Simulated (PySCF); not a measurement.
PySCF 2.14.0, TPSSH/def2-svp, df: Mo(O)2(OMe)(Me) (C[O][Mo]([CH3])(=[O])=[O]), 12 atoms. The geometry is a generated start, not checked to be a minimum at this level.

```
Quantity                                            Result
-------------------------  -------------------------------
task                                                energy
method                                               tpssh
basis                                             def2-svp
two-electron scheme                        density fitting
mol.max_memory                                     3000 MB
mf.max_cycle                                           100
mf.conv_tol                                1e-09 (default)
mf.grids.level                                 3 (default)
effective core potentials  those of the basis set, past Kr
basis functions                                        131
grid points                                         151768
```

```xyz
12

Mo     0.1862     1.0733     0.5869
O      0.4438     2.4732    -0.2264
O     -0.1363     1.2031     2.1874
O      0.9302    -0.3765     0.0158
C      1.6083    -1.5224    -0.3824
H      1.0622    -2.4177    -0.0444
H      1.7121    -1.5455    -1.4776
H      2.6079    -1.5298     0.0692
C     -1.8261     0.7097    -0.0885
H     -2.5070     1.5007     0.2351
H     -2.2101    -0.2372     0.3084
H     -1.8711     0.6692    -1.1835
```

Charge 0 and multiplicity 1 are set for this test and not shown to be the ground state.

With the defaults (mf.DIIS = CDIIS, mf.diis_space = 8, mf.diis = true, newton = off, mf.init_guess = minao, mf.damp = 0, mf.diis_start_cycle = 1, mf.level_shift = 0) it converges in 15 Fock builds. One run each on 2 threads, 1 BLAS thread, with these changes:
- mf.DIIS = EDIIS
- mf.init_guess = mod_huckel
- mf.diis_space = 3
- newton = Hessian by the SCF's own integrals
- mf.level_shift = 0.1 Hartree
- mf.diis_space = 20
- mf.damp = 0.7, mf.diis_start_cycle = 8
- mf.diis = false
- mf.level_shift = 0.3 Hartree

Task: Which of these changes keep the SCF from converging, or lead it to another solution?

Result: No convergence: mf.DIIS = EDIIS; mf.diis_space = 3; mf.diis = false (the run ends without SCF convergence in 100 cycles). The rest reach the solution of the defaults.

```
setting                                      Fock builds             end
-------------------------------------------  -----------  --------------
the defaults                                          15   same solution
mf.diis_space = 20                                    15   same solution
mf.level_shift = 0.1 Hartree                          15   same solution
mf.damp = 0.7, mf.diis_start_cycle = 8                17   same solution
mf.init_guess = mod_huckel                            18   same solution
mf.level_shift = 0.3 Hartree                          18   same solution
newton = Hessian by the SCF's own integrals           45   same solution
mf.DIIS = EDIIS                                      101  no convergence
mf.diis_space = 3                                    101  no convergence
mf.diis = false                                      101  no convergence
```

Under newton the count holds the products with the orbital Hessian.
